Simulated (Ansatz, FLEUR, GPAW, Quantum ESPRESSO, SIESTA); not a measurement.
# One structure in several programs: LaB6 (Pm-3m, 7 atoms in the cell)

Self-consistent single point.

```xyz
7
Lattice="4.1622 0.0000 0.0000 0.0000 4.1622 0.0000 0.0000 0.0000 4.1622" Properties=species:S:1:pos:R:3 pbc="T T T"
La     0.0000     0.0000     0.0000
B      3.3302     2.0811     2.0811
B      0.8319     2.0811     2.0811
B      2.0811     3.3302     2.0811
B      2.0811     0.8319     2.0811
B      2.0811     2.0811     3.3302
B      2.0811     2.0811     0.8319
```

Shared settings, as Ansatz (a quantum-chemistry and plane-wave program) writes them: kpoints.mp_grid.grid = 5 5 5; scf.occupations.method = fermi_dirac; scf.occupations.width = 0.05 eV. Potentials and cutoffs stand in the table.

| code | model | pressure (GPa) | largest force (eV/Å) | cutoff |
|---|---|---|---|---|
| FLEUR | PBE, all-electron FLAPW (FLEUR), scalar-relativistic valence | – | 0.012 | Kmax 4.1 1/bohr |
| SIESTA | GGA PBE, numerical atomic orbitals TZP, PseudoDojo PBE standard norm-conserving potentials (rewritten from UPF to PSML) | 2.35 | 0.079 | grid 300 Ry |
| Quantum ESPRESSO | PBE, GBRV 1.5 ultrasoft (PBE) pseudopotentials | -1.14 | 0.006 | 40 Ry |
| GPAW | PBE, GPAW PAW datasets PBE (gpaw-data 1.0.1) | – | 0.006 | 900 eV |
| Ansatz | PBE, PAW files | -1.08 | 0.002 | 420 eV |

A dash marks a value that a program does not give, or that is left out as unsure.

The spread over the programs that give each value: pressure within 3.49 GPa; largest force within 0.077 eV/Å.

SIESTA uses small atom-centred bases, whose incompleteness enters pressures, forces and empty levels differently from a plane-wave cutoff. FLEUR treats all electrons, but the usual bases taken here (sphere radii, linearisation, local orbitals, empty states) were not tested for convergence, so the values are no reference for the others. Ansatz's pressure is given at a fixed set of plane waves, as the other plane-wave codes print theirs; with its correction for the finite basis it is -0.92 GPa. The pressure of GPAW is left out: its cutoff lies under the one at which its stress was checked. In the pressure, SIESTA (by 3.46) lies more than 1 GPa from the median of the plane-wave programs.

On the base mesh (11 11 11) the same programs gave: Ansatz pressure -1.08 GPa; Quantum ESPRESSO pressure -1.14 GPa; SIESTA pressure 2.31 GPa.

The starting cell comes from a database of computed structures (which also holds hypothetical and non-ambient phases and stackings), without a prior relaxation at this level. Its lattice was rescaled by a random factor within 2.5 % of one.

Keys are those of Ansatz 0.2.
